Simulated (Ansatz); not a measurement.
System: ZnSnN2 (Pna2₁, No. 33, 16 atoms in the cell; start mp-1029469). Method: LDA in Ansatz (plane waves, PAW).

Excerpt of the program's output:

```
Crystal: 16 atoms, lattice volume = 207.855 Å³
Basis set: ecut = 520 eV, 5581 PW (Γ), exchange–correlation on 90×100×90 points (8 copies of the dense FFT grid, shifted against one another)
Bands: 88, of which v1, the nominal top of the filled ones, is band 72 counted from 1 (71 counted from 0)
Symmetry: 4 space group operations
Space group: Pna21 (ITA 33), of the structure as read, at distance tolerance 5.9e-5 Å
k-points: 64 of 216 (time reversal used)
Functional: x = slater, c = lda
SCF iter   1: F=—  HF=-39495.244278 eV  |F-HF|=—  |Δ(HF+E_count)|=         —  Δρ=1.39e-2  dr2=3.91e-1
SCF iter   2: F=—  HF=-39495.150324 eV  |F-HF|=—  |Δ(HF+E_count)|=   9.40e-2  Δρ=5.60e-3  dr2=6.83e-2
  ...
SCF iter   8: F=—  HF=-39495.129952 eV  |F-HF|=—  |Δ(HF+E_count)|=   1.67e-8  Δρ=1.70e-6  dr2=6.83e-9
SCF iter   9: F=-39495.129952 eV  HF=-39495.129952 eV  |F-HF|=3.64e-11  |Δ(HF+E_count)|=  6.98e-10  Δρ=3.06e-7  dr2=1.44e-10
SCF 1 converged in 9 iterations: F = -39495.129952 eV  dr2 = 1.44e-10
SCF converged after 9 iterations
Free energy (F): -39495.129952 eV
Internal energy: -39495.129952 eV  (E = F + TS)
E sigma→0 (E₀):  -39495.129952 eV
Fermi energy:    10.199223 eV
--- Forces (eV/Å), atoms counted from 1 ---
  atom   1  Zn    -0.00005887     0.00019338     0.00037361
  atom   2  Zn     0.00005887    -0.00019338     0.00037361
  atom   3  Zn     0.00005887     0.00019338     0.00037361
  atom   4  Zn    -0.00005887    -0.00019338     0.00037361
  atom   5  Sn     0.00033714    -0.00040975    -0.00110485
  atom   6  Sn    -0.00033714     0.00040975    -0.00110485
  atom   7  Sn    -0.00033714    -0.00040975    -0.00110485
  atom   8  Sn     0.00033714     0.00040975    -0.00110485
  atom   9  N      0.00008303     0.00011178     0.00076695
  atom  10  N     -0.00008303    -0.00011178     0.00076695
  atom  11  N     -0.00008303     0.00011178     0.00076695
  atom  12  N      0.00008303    -0.00011178     0.00076695
  atom  13  N      0.00043779    -0.00039182    -0.00003619
  atom  14  N     -0.00043779     0.00039182    -0.00003619
  atom  15  N     -0.00043779    -0.00039182    -0.00003619
  atom  16  N      0.00043779     0.00039182    -0.00003619
--- Stress (GPa, compression-positive) ---
       -0.002703      -0.000000       0.000000
       -0.000000      -0.000991       0.000000
        0.000000       0.000000      -0.001818
  P = ⅓ Tr σ = -0.0018 GPa (-0.018 kbar)
```

Question: Write an input file that could have produced this run (the log leaves some choices open).

Answer: One answer among several that fit: 
Ansatz 0.2 input:
```yaml
crystal:
  lattice:
    - [5.7779266295, 0.0, 0.0]
    - [0.0, 6.6424232257, 0.0]
    - [0.0, 0.0, 5.4158031675]
  atoms:
    - { symbol: Zn, position: [0.5828696717, 0.8748807225, 0.9992342098] }
    - { symbol: Zn, position: [0.4171303283, 0.1251192775, 0.4992342098] }
    - { symbol: Zn, position: [0.9171303283, 0.3748807225, 0.4992342098] }
    - { symbol: Zn, position: [0.0828696717, 0.6251192775, 0.9992342098] }
    - { symbol: Sn, position: [0.5891220716, 0.3752512428, 0.9994220103] }
    - { symbol: Sn, position: [0.4108779284, 0.6247487572, 0.4994220103] }
    - { symbol: Sn, position: [0.9108779284, 0.8752512428, 0.4994220103] }
    - { symbol: Sn, position: [0.0891220716, 0.1247487572, 0.9994220103] }
    - { symbol: N, position: [0.5841033174, 0.3725586629, 0.3800433395] }
    - { symbol: N, position: [0.4158966826, 0.6274413371, 0.8800433395] }
    - { symbol: N, position: [0.9158966826, 0.8725586629, 0.8800433395] }
    - { symbol: N, position: [0.0841033174, 0.1274413371, 0.3800433395] }
    - { symbol: N, position: [0.5779287658, 0.8775279721, 0.3712904403] }
    - { symbol: N, position: [0.4220712342, 0.1224720279, 0.8712904403] }
    - { symbol: N, position: [0.9220712342, 0.3775279721, 0.8712904403] }
    - { symbol: N, position: [0.0779287658, 0.6224720279, 0.3712904403] }
basis:
  ecutwfc: 520
  ecutrho_ratio: 4
  xc_grid: 2
kpoints:
  mp_grid: { grid: [6, 6, 6] }
  band_path:
    path:
      - [0.0, 0.0, 0.0]
      - [0.1, 0.0, 0.0]
      - [0.2, 0.0, 0.0]
      - [0.3, 0.0, 0.0]
      - [0.4, 0.0, 0.0]
      - [0.5, 0.0, 0.0]
      - [0.5, 0.125, 0.0]
      - [0.5, 0.25, 0.0]
      - [0.5, 0.375, 0.0]
      - [0.5, 0.5, 0.0]
      - [0.4, 0.5, 0.0]
      - [0.3, 0.5, 0.0]
      - [0.2, 0.5, 0.0]
      - [0.1, 0.5, 0.0]
      - [0.0, 0.5, 0.0]
      - [0.0, 0.375, 0.0]
      - [0.0, 0.25, 0.0]
      - [0.0, 0.125, 0.0]
      - [0.0, 0.0, 0.1]
      - [0.0, 0.0, 0.2]
      - [0.0, 0.0, 0.3]
      - [0.0, 0.0, 0.4]
      - [0.0, 0.0, 0.5]
      - [0.1, 0.0, 0.5]
      - [0.2, 0.0, 0.5]
      - [0.3, 0.0, 0.5]
      - [0.4, 0.0, 0.5]
      - [0.5, 0.0, 0.5]
      - [0.5, 0.125, 0.5]
      - [0.5, 0.25, 0.5]
      - [0.5, 0.375, 0.5]
      - [0.5, 0.5, 0.5]
      - [0.4, 0.5, 0.5]
      - [0.3, 0.5, 0.5]
      - [0.2, 0.5, 0.5]
      - [0.1, 0.5, 0.5]
      - [0.0, 0.5, 0.5]
      - [0.0, 0.375, 0.5]
      - [0.0, 0.25, 0.5]
      - [0.0, 0.125, 0.5]
      - [0.5, 0.0, 0.1]
      - [0.5, 0.0, 0.2]
      - [0.5, 0.0, 0.3]
      - [0.5, 0.0, 0.4]
      - [0.0, 0.5, 0.1]
      - [0.0, 0.5, 0.2]
      - [0.0, 0.5, 0.3]
      - [0.0, 0.5, 0.4]
      - [0.5, 0.5, 0.1]
      - [0.5, 0.5, 0.2]
      - [0.5, 0.5, 0.3]
      - [0.5, 0.5, 0.4]
    npoints: 1
hamiltonian:
  xc: lda
  dispersion: none
  pseudopotentials: { kind: paw }
scf:
  occupations: { method: fermi_dirac, width: 0.01 }
  convergence: { dr2_threshold: 0.0000000016 }
output:
  forces: true
  stress: true
  eigenvalues: true
  write_bands: true
```

The PAW data were made under PBE.

A start named mp-… is a Materials Project structure, which need not be a measured phase.

Ansatz is a program for electronic structure.
